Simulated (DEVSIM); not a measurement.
Device: Mo/Al2O3/p-Ge capacitor, at 300 K.

Layer 1 from the left is Al2O3, thickness (nm) 20.0. Layer 2 from the left is Ge, thickness (nm) 5400, Na (cm⁻³) 1.2e16.

Metal gate on the left, work function 4.6 eV. Fixed charge at the semiconductor interface -2.4e11 cm⁻² (in units of +e); no interface traps.

The device is made up for the run: typed textbook-type constants, with dimensions and the other settings drawn at random. Values at 300 K.

Al2O3: gap (eV) 6.8, affinity (eV) 1.35, permittivity 9. Ge: gap (eV) 0.664, affinity (eV) 4, permittivity 16, Nc (cm⁻³) 1.04e19, Nv (cm⁻³) 6e18.

Model (solved in DEVSIM): 1D Poisson equation in equilibrium, Boltzmann statistics, complete ionisation; no quantum confinement or tunnelling. Metal contacts follow the ideal Schottky-Mott rule: no Fermi-level pinning, no interface dipoles.

Question: What does the simulation give for the minimum of the low-frequency capacitance, the threshold voltage (band bending 2φF), the flat-band voltage?

Answer: minimum of the low-frequency capacitance 0.0678 μF/cm²; threshold voltage (band bending 2φF) 0.63 V; flat-band voltage 0.19 V.
